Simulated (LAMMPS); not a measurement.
LAMMPS 22 Jul 2025, classical MD, Vashishta (SiC.vashishta): SiC, 32768 atoms.

| Item | Result |
|---|---|
| task | MD, nve |
| potential | Vashishta, SiC.vashishta |
| copies of the repeat unit | 16×16×16 |
| shape (slab and sphere leave vacuum in the box) | slab |
| temperature | 800 K |
| steps | 300 |
| timestep | 1 fs |
| neighbor skin | 2 Å |
| neigh_modify | every 1 delay 0 check yes |
| thermo | 100 |
| newton | on (default) |
| atom_modify sort (bins of 2 Å where set) | 1000 (default) |
| box | 69.8 × 69.8 × 209.3 Å, the slab in its lowest third along z, the rest vacuum |
| start | generated zinc blende lattice, warmed in an untimed run |
| compared values | energy and forces of the first step, drift over the run |

It runs on a single node (Arm Neoverse V2, 96 cores on 1 socket, no SMT, 1 L3 cache group).

Times are wall-clock medians of two to five runs, from launch to exit, with nothing else on the machine. Unless noted, each process is bound to its own block of adjacent cores. The build: PyPI wheel: MPICH, OPENMP and OPT packages; another build can shift the numbers. Scratch files lie in a memory file system. A preparatory run goes ahead and isn't timed.

First run (64 ranks, comm = brick (default), balance = none (default), suffix = none (plain styles) (default), processors = * * * (default)):

```
Loop time of 2.49574 on 64 procs for 300 steps with 32768 atoms

Performance: 10.386 ns/day, 2.311 hours/ns, 120.205 timesteps/s, 3.939 Matom-step/s
87.8% CPU use with 64 MPI tasks x 1 OpenMP threads

MPI task timing breakdown:
Section |  min time  |  avg time  |  max time  |%varavg| %total
---------------------------------------------------------------
Pair    | 3.084e-05  | 0.77096    | 2.3823     | 116.5 | 30.89
Neigh   | 7.288e-06  | 0.015083   | 0.047843   |  16.3 |  0.60
Comm    | 0.00039849 | 0.45792    | 2.4512     | 121.0 | 18.35
Output  | 8.4192e-05 | 0.013145   | 0.026183   |  11.3 |  0.53
Modify  | 5.1696e-05 | 0.0010748  | 0.0031741  |   4.0 |  0.04
Other   |            | 1.238      |            |       | 49.59

Nlocal:            512 ave        1558 max           0 min
Histogram: 40 0 0 0 0 0 8 0 0 16
Nghost:        2212.81 ave        6838 max           0 min
Histogram: 32 0 8 0 0 8 0 8 0 8
Neighs:              0 ave           0 max           0 min
Histogram: 64 0 0 0 0 0 0 0 0 0
FullNghs:       156054 ave      477565 max           0 min
Histogram: 40 0 0 0 0 0 8 0 0 16

Total # of neighbors = 9987454
Ave neighs/atom = 304.79291
Neighbor list builds = 5
Dangerous builds = 0
```

Second run:

```
Loop time of 0.884641 on 64 procs for 300 steps with 32768 atoms

Performance: 29.300 ns/day, 0.819 hours/ns, 339.121 timesteps/s, 11.112 Matom-step/s
96.5% CPU use with 64 MPI tasks x 1 OpenMP threads

MPI task timing breakdown:
Section |  min time  |  avg time  |  max time  |%varavg| %total
---------------------------------------------------------------
Pair    | 0.7091     | 0.76674    | 0.82311    |   3.5 | 86.67
Neigh   | 0.013314   | 0.014801   | 0.016502   |   0.8 |  1.67
Comm    | 0.041485   | 0.098239   | 0.1552     |   9.9 | 11.10
Output  | 8.6304e-05 | 9.7913e-05 | 0.00016217 |   0.0 |  0.01
Modify  | 0.0010088  | 0.0010595  | 0.0011115  |   0.1 |  0.12
Other   |            | 0.0037     |            |       |  0.42

Nlocal:            512 ave         563 max         477 min
Histogram: 5 5 14 10 10 7 4 1 6 2
Nghost:        3723.06 ave        4028 max        2880 min
Histogram: 16 0 0 0 0 0 0 0 0 48
Neighs:              0 ave           0 max           0 min
Histogram: 64 0 0 0 0 0 0 0 0 0
FullNghs:       156054 ave      166100 max      145994 min
Histogram: 3 3 8 8 11 5 15 5 1 5

Total # of neighbors = 9987454
Ave neighs/atom = 304.79291
Neighbor list builds = 5
Dangerous builds = 0
```

Both blocks come from the same system on the same machine. Which change was made from the first run to the second?
A) processors = 1 1 64
B) processors = 4 4 4
C) comm = tiled, balance = balance 1.05 rcb
D) 8 ranks × 8 threads, suffix = omp

C, comm = tiled, balance = balance 1.05 rcb. The largest move is in other (Other): 1.2 s to 0.0037 s. The slowest rank's pair time is 3.09 times the mean in the first run and 1.07 times in the second; the others wait. The other changes gave 2.7 s (8 ranks × 8 threads, suffix = omp), 2.7 s (processors = 4 4 4), 2.9 s (processors = 1 1 64), against 1.1 s here and 2.7 s at first.
